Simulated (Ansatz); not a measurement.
Consider Ca in the fcc (Cu type) structure (space group Fm-3m, No. 225; a = 5.569 Å).

Level of theory: plane-wave PAW DFT at the r2SCAN level (Ansatz, a program for electronic structure, 500 eV), scalar-relativistic without spin-orbit coupling, earlier PAW set.

For the base:

- Lattice parameter a: 5.569 Å

It is then changed as follows: full substitution Ca → Mg, then cell and atoms are relaxed.

Tabulated Pauling electronegativity and covalent radius: Ca 1.00, 1.76 Å; Mg 1.31, 1.41 Å.

Problem. What happens to the lattice parameter a?

Solution. The lattice parameter a drops by 1.070 Å, from 5.569 Å to 4.499 Å.

No phonon test of stability was made. For Mg in this form, whether it has been made was not checked. This is not the structure that Mg has at room temperature and ambient pressure.
